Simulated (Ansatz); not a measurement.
Defect: interstitial Na in amorphous Si27O54 (a melt-quenched model of 81 atoms), charge state +1. The step: a direct jump of one Na atom; the atom moves 2.57 Å along (-0.22, -0.10, -0.07) of the unit cell; the moving atom starts with neighbours O at 2.35, 2 O at 2.41, O at 2.70, O at 2.74; Si at 2.86 Å and ends with O at 2.23, O at 2.35, O at 2.44, O at 2.57 Å. DFT values are from Ansatz (plane-wave PAW, 420 eV unless said) in a cell of 81 host sites, spin-restricted, static, with no finite-size correction. The charge state is imposed; whether it is stable for some Fermi level was not computed. Sites that were not tried may lie lower. For the PBE band: the saddle point's order was not checked.

| Level | Forward barrier (eV) | Cost of the band or of the saddle's single point |
|---|---|---|
| CHGNet universal potential (has no charge state), its own band | 0.27 | - |
| PBE, the Γ point alone, band relaxed | 0.18 | around 13 core-minutes (rough) |
| PBE, a 2×2×2 k-point mesh shifted by half a step, same geometries | 0.18 | roughly 5 core-minutes |
| r2SCAN at 500 eV, the Γ point alone, same geometries | 0.20 | very roughly 110 core-seconds |
| HSE06, Γ point alone, same geometries | (withheld) | about 9 core-minutes (a rough figure) |

### Question
What belongs in the gaps?

### Answer

- HSE06, Γ point alone, same geometries, Forward barrier (eV): 0.21

Ansatz is a first-principles code.
